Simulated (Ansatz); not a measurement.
**ZnSiP2 under a change: uniaxial stress, 8 GPa compression along z**

Start from ZnSiP2 in the chalcopyrite structure (space group I-42d, No. 122; a = 5.3775 Å, c = 10.4661 Å). Axes: x, y, z lie along a, b, c of the conventional cell.

Now apply this change: uniaxial stress, 8 GPa compression along z; all other stress components relax to zero.

Calculations: Ansatz (a program for electronic structure), r2SCAN, PAW, cutoff 500 eV, no SOC. Γ-centred 9×9×9 mesh, Fermi–Dirac width 0.05 eV.

- Volume per atom: 18.34 Å³ (base 18.92 Å³)
- Space group: I-42d (No. 122) (base I-42d (No. 122))
- Shortest interatomic distance: 2.233 Å (base 2.256 Å)
- Energy relative to the base (free energy F): +54 meV/atom
- Band gap: 0.60 eV (base 1.55 eV)
- Gap character: indirect, Γ → k = (0.111, 0.111, -0.111) in the run's primitive reciprocal basis (base direct at Γ)
- Smallest direct gap: 0.65 eV (base 1.55 eV)
- Width of the top valence band: 1.74 eV (base 1.27 eV)
- Electron mass: 0.82 mₑ along k, 0.24 mₑ across (off the special points) (base 1.3 mₑ along c, 0.25 mₑ across (at Γ))
- Hole mass: 0.20 mₑ along z, 0.37 mₑ across (at Γ) (base 0.18 mₑ along c, 0.38 mₑ across (at Γ))
- Valence-band top at Γ (three highest levels, from the VBM): 0.00, -0.70, -0.70 eV (base 0.00, -0.13, -0.13 eV)
- Strain response (xx, yy, zz): (+3.75, +3.75, −9.93) %

Final structure:

```yaml
crystal:
  lattice:
    - [-2.78949, 2.78949, 4.71364]
    - [2.78949, -2.78949, 4.71364]
    - [2.78949, 2.78949, -4.71364]
  atoms:
    - { symbol: Zn, position: [0.75000, 0.25000, 0.50000] }
    - { symbol: Zn, position: [0.00000, 0.00000, 0.00000] }
    - { symbol: Si, position: [0.25000, 0.75000, 0.50000] }
    - { symbol: Si, position: [0.50000, 0.50000, 0.00000] }
    - { symbol: P, position: [0.14469, 0.12500, 0.51969] }
    - { symbol: P, position: [0.60531, 0.62500, 0.48031] }
    - { symbol: P, position: [0.37500, 0.85531, 0.98031] }
    - { symbol: P, position: [0.87500, 0.39469, 0.01969] }
```

Masses are band curvatures over ±0.01 Å⁻¹ around the edge. Along k means along the line from Γ to the band edge. Beyond what the load breaks, stability against distortions was not tested.
